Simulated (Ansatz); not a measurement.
**Response to strain in Si**

Start from Si in the diamond structure (space group Fd-3m, No. 227).

```yaml
crystal:
  lattice:
    - [0.00000, 2.72216, 2.72216]
    - [2.72216, 0.00000, 2.72216]
    - [2.72216, 2.72216, 0.00000]
  atoms:
    - { symbol: Si, position: [0.00000, 0.00000, 0.00000] }
    - { symbol: Si, position: [0.25000, 0.25000, 0.25000] }
```

Strains are applied to the cell and any free atomic positions relax.

Computed with Ansatz (a quantum-chemistry and plane-wave program) r2SCAN, scalar-relativistic without spin-orbit coupling.

Notes on the quantities. energy relative to the base: free energy F.

```tsv
isotropic strain (%)	energy relative to the base (meV/atom)
0	0.0
0.5	?
1	5.3
1.5	11.8
2	20.6
2.5	31.7
3	44.9
```

Question: Fit ΔE = Aε² + Bε³ (ε in %) to the rows shown and predict the withheld row.

Answer: Least squares on the printed values gives A = 5.48 and B = -0.16 meV/atom (largest residual 0.0 meV/atom); this predicts 1.3 meV/atom, and the run gives 1.4 meV/atom, in agreement.

No phonon test of stability was made.
